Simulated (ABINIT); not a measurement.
ABINIT run on Pd (Fm-3m, 1 atom in the cell): self-consistent single point.

Level of theory: PBE, PAW (JTH v2.0 PBE PAW) (plane waves; ABINIT 10.0.3).

```yaml
crystal:
  lattice:
    - [0.00000, 1.95084, 1.95084]
    - [1.95084, 0.00000, 1.95084]
    - [1.95084, 1.95084, 0.00000]
  atoms:
    - { symbol: Pd, position: [0.00000, 0.00000, 0.00000] }
```

Reference input (self-consistent single point, DFT, PBE, plane waves, PAW (JTH v2.0 PBE PAW)): pseudos = [Pd.GGA_PBE-JTH.xml]; ecut = 24 Ha; pawecutdg = 48 Ha; pawxcdev = 0; occopt = 3; tsmear = 0.1 eV; ngkpt = 8 8 8; nshiftk = 1; shiftk = 0 0 0; potentials = JTH v2.0 PBE PAW; nband = 14; kptopt = 1. This run's input differs from it in these lines:

```diff
@@ -16,7 +16,7 @@
 pawxcdev 0
-occopt 3
-tsmear 0.1 eV
+occopt 7
+tsmear 0.5 eV
 nband 14
 kptopt 1
-ngkpt 8 8 8
+ngkpt 13 13 13
 nshiftk 1
```

Output, abridged:

```
--- !BeginCycle
solver: {iscf: 17, nstep: 50, nline: 4, wfoptalg: 10, }
tolerances: {toldfe: 1.00E-09, }
...

     iter   Etot(hartree)      deltaE(h)  residm     nres2
 ETOT  1  -124.48613071734    -1.245E+02 7.039E+01 8.300E+01
 ETOT  2  -128.83798473851    -4.352E+00 2.015E-01 4.274E+01
 ETOT  3  -128.82207442364     1.591E-02 7.624E-02 8.689E+00
 ETOT  4  -128.82698690413    -4.912E-03 4.847E-02 7.973E+00
 ETOT  5  -128.82701644252    -2.954E-05 2.101E-02 7.148E+00
   [... 22 lines left out ...]
 ETOT 28  -128.82369637375     9.005E-09 1.006E-05 5.643E-07
 ETOT 29  -128.82369637631    -2.557E-09 8.769E-06 1.634E-07
 ETOT 30  -128.82369637643    -1.143E-10 6.192E-06 7.479E-08
 ETOT 31  -128.82369637635     7.097E-11 5.383E-06 9.563E-09
 At SCF step   31, etot is converged :
  for the second time, diff in etot=  7.097E-11 < toldfe=  1.000E-09

 Cartesian components of stress tensor (hartree/bohr^3)
  sigma(1 1)= -2.17089080E-04  sigma(3 2)=  0.00000000E+00
  sigma(2 2)= -2.17089080E-04  sigma(3 1)=  0.00000000E+00
  sigma(3 3)= -2.17089080E-04  sigma(2 1)=  0.00000000E+00

 ----iterations are completed or convergence reached----

 reduced coordinates (array xred) for    1 atoms
       0.000000000000      0.000000000000      0.000000000000
 cartesian forces (eV/Angstrom) at end:
    1     -0.00000000000000    -0.00000000000000    -0.00000000000000
 frms,max,avg= 0.0000000E+00 0.0000000E+00   0.000E+00  0.000E+00  0.000E+00 e/A
 length scales=  1.000000000000  1.000000000000  1.000000000000 bohr
   [... lines left out ...]
 Fermi (or HOMO) energy (hartree) =   0.43080   Average Vxc (hartree)=  -0.46040
 Fermi (or HOMO) energy (eV) =  11.72279   Average Vxc (eV)= -12.52820
   [... lines left out ...]
'-kT*entropy'       : -6.73944309477220E-03
total_energy        : -1.28823624461425E+02
total_energy_eV     : -3.50546909545632E+03
...

-Cartesian components of stress tensor (GPa)         [Pressure=  6.3870E+00 GPa]
- sigma(1 1)= -6.38698018E+00  sigma(3 2)=  0.00000000E+00
- sigma(2 2)= -6.38698018E+00  sigma(3 1)=  0.00000000E+00
- sigma(3 3)= -6.38698018E+00  sigma(2 1)=  0.00000000E+00

 Calculation completed.
```

The run converged in 31 iterations. Against the reference run the free energy falls by 99.4 meV/atom and the pressure goes from 6.26 to 6.39 GPa.

The starting cell has typed, rounded lattice constants, without a prior relaxation at this level. Its lattice was rescaled by up to half a per cent. Spin polarisation is off. With a pressure of about 6 GPa the cell is away from its equilibrium volume at this level.

Cost on one core of a shared machine: roughly 90 s.
